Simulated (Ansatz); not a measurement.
A calculation on AlB2-type MgB2 returned lattice constant a 3.036 Å, lattice parameter c 3.453 Å.

For reference: lattice constant a 3.083 Å (measured, 300 K, no zero-point or thermal correction; as tabulated in Loa et al. (2002), arXiv:cond-mat/0206051); lattice parameter c 3.521 Å (measured, 300 K, no zero-point or thermal correction; as tabulated in Loa et al. (2002), arXiv:cond-mat/0206051).

Task: Which level of theory produced these numbers?
A) B3LYP (VWN-RPA form) (Ansatz (a quantum-chemistry and plane-wave program))
B) LDA (Ansatz)
C) HSE06 (Ansatz)
D) PBEsol (Ansatz)

Result: B, LDA (Ansatz)

The others give: PBEsol 3.064 Å, 3.497 Å; HSE06 3.073 Å, 3.491 Å; B3LYP (VWN-RPA form) 3.078 Å, 3.508 Å.

Unless a cell is named, each level is at its own relaxed cell (B3LYP (VWN-RPA form) 9.59, HSE06 9.51, LDA 9.19, PBEsol 9.48 Å³/atom).

Ansatz's density-functional and Hartree–Fock values are scalar-relativistic unless marked +SOC, with PAW data made under PBE.
